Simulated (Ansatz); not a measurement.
**Mg in the diamond structure (space group Fd-3m, No. 227; a hypothetical phase, not in the database extracts checked)**

```cif
data_Mg2
_chemical_formula_sum 'Mg2'
_space_group_name_H-M_alt 'P 1'
_space_group_IT_number 1
_cell_length_a 4.85875
_cell_length_b 4.85875
_cell_length_c 4.85875
_cell_angle_alpha 60.000
_cell_angle_beta 60.000
_cell_angle_gamma 60.000
loop_
_space_group_symop_operation_xyz
  'x, y, z'
loop_
_atom_site_label
_atom_site_type_symbol
_atom_site_fract_x
_atom_site_fract_y
_atom_site_fract_z
_atom_site_occupancy
Mg1 Mg 0.75000 0.75000 0.75000 1
Mg2 Mg 0.50000 0.50000 0.50000 1
```

Calculations: PBE, PAW, 420 eV (Ansatz, a quantum-chemistry and plane-wave program; no SOC). Settings: 12×12×12 k-points, 0.05 eV Fermi–Dirac smearing.

| Quantity | Result |
|---|---|
| Volume per atom | 40.55 Å³ |
| Density | 1.00 g/cm³ |
| Band gap | zero |
| Total energy | -1923.030 eV/atom (σ→0; compares only within this code and set-up) |

No phonon test of stability was made.
